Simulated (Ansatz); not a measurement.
The reference is GaAs in the zinc blende structure (space group F-43m, No. 216; a = 5.6590 Å). Axes: x, y, z lie along the cube axes.

It is then changed as follows: strain tensor (xx, yy, zz, yz, xz, xy) = (+0.27, −0.81, +0.44, +1.03, +0.11, −0.15) %, atoms relaxed at fixed cell.

Levels (all Ansatz, a first-principles code, PAW): PBEsol (420 eV, scalar-relativistic without spin-orbit coupling); PBEsol+SOC (420 eV, noncollinear with spin-orbit coupling).

The geometry is relaxed with PBEsol.

| Property | Value |
|---|---|
| PBEsol valence-band top at Γ | 0.00, -0.13, -0.18 eV |
| PBEsol gap character | direct at Γ |
| PBEsol lowest conduction level above the VBM at special points | Γ 0.32 eV; R 0.70 eV; Y 0.75 eV; X 0.91 eV |

What does PBEsol+SOC give at this geometry for the valence-band top at Γ, gap character and lowest conduction level above the VBM at special points?

The valence-band top at Γ (three highest Kramers pairs, from the VBM) becomes 0.00, -0.12, -0.42 eV (PBEsol: 0.00, -0.13, -0.18 eV); the gap character stays direct at Γ; the lowest conduction level above the VBM at special points goes from Γ 0.32 eV; R 0.70 eV; Y 0.75 eV; X 0.91 eV to Γ 0.25 eV; R 0.63 eV; Y 0.68 eV; X 0.84 eV.

Single points use the geometry relaxed with PBEsol. The spin-orbit shifts are approximate. Stability against distortions was not tested. The zero or small gap of GaAs under strain tensor (xx, yy, zz, yz, xz, xy) = (+0.27, −0.81, +0.44, +1.03, +0.11, −0.15) % can change with the level of theory. Labels are those of the standard path for the cell's own space group.
